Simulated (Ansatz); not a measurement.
```xyz
5
Lattice="4.1144 2.3848 3.4450 -4.1144 2.3848 3.4450 0.0000 -4.7695 3.4450" Properties=species:S:1:pos:R:3 pbc="T T T"
I      2.0450    -1.1874     3.5086
I      0.0000     2.3755     3.5104
I     -2.0450    -1.1874     3.5086
Cs     0.0000    -0.0005     0.0853
Ge     0.0000    -0.0003     5.5306
```

No spin polarisation.

Method: plane-wave PAW DFT at the PBEsol level (Ansatz, a first-principles code, 420 eV), scalar-relativistic without spin-orbit coupling. Γ-centred 6×6×6 mesh, Fermi–Dirac width 0.05 eV.

Task: Predict the stress and space group.

Result: 
- Stress (xx, yy, zz, yz, xz, xy; compression positive) = (0.13, 0.04, 0.05, 0.02, 0.00, 0.00) GPa
- Space group = Cm (No. 8)

The cells carry an imposed strain or load. Stability against distortions was not tested. The cell was made from CsGeI3 (space group R3m, No. 160) by this change: uniaxial strain ε_xx = −0.39 %.
